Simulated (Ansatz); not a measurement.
Li on the 1x1 (0001) surface of hcp Co, ferromagnetic, one in a 1x1 cell, energies for each (5.4 Å²). Energies are against an atom of bcc Li, without zero-point or thermal terms; each row is named by its start.

Method: PBE (plane waves to 420 eV, PAW; Ansatz, a first-principles code).

Slab: 5 atoms, 6.0 Å thick at the start under the adsorbate (thin: gaps and levels are the slab's own); k 14x14x1, smearing 0.1 eV, dipole-corrected; 2 atoms held, the rest relaxed; each run with such symmetry as its start has; spin-polarised, no spin-orbit, no U, no dispersion correction.

A negative adsorption energy means that the adsorbate is more stable on the surface than in its reference. Heights count from the host atoms within 0.3 Å of the top one.

```json
[
 {"starting site": "top Co", "E_ads (eV)": "0.10", "height (Å)": "2.36", "nearest host atom (Å)": "Co 2.36", "bonded to": "Co", "Δ work function (eV)": "-0.60", "lateral drift (Å)": "0.0", "moment (μB)": "6.6"},
 {"starting site": "hollow Co-Co-Co", "E_ads (eV)": "-0.12", "height (Å)": "2.11", "nearest host atom (Å)": "Co 2.55", "bonded to": "3 Co", "Δ work function (eV)": "-0.80", "lateral drift (Å)": "0.0", "moment (μB)": "6.4"},
 {"starting site": "hollow Co-Co-Co over Co at depth 2.0 Å", "E_ads (eV)": "-0.10", "height (Å)": "2.11", "nearest host atom (Å)": "Co 2.56", "bonded to": "3 Co", "Δ work function (eV)": "-0.79", "lateral drift (Å)": "0.0", "moment (μB)": "6.4"},
 {"starting site": "bridge Co-Co (span 2.5 Å)", "E_ads (eV)": "-0.12", "height (Å)": "2.10", "nearest host atom (Å)": "Co 2.55", "bonded to": "3 Co", "Δ work function (eV)": "-0.80", "lateral drift (Å)": "0.7", "moment (μB)": "6.4"}
]
```
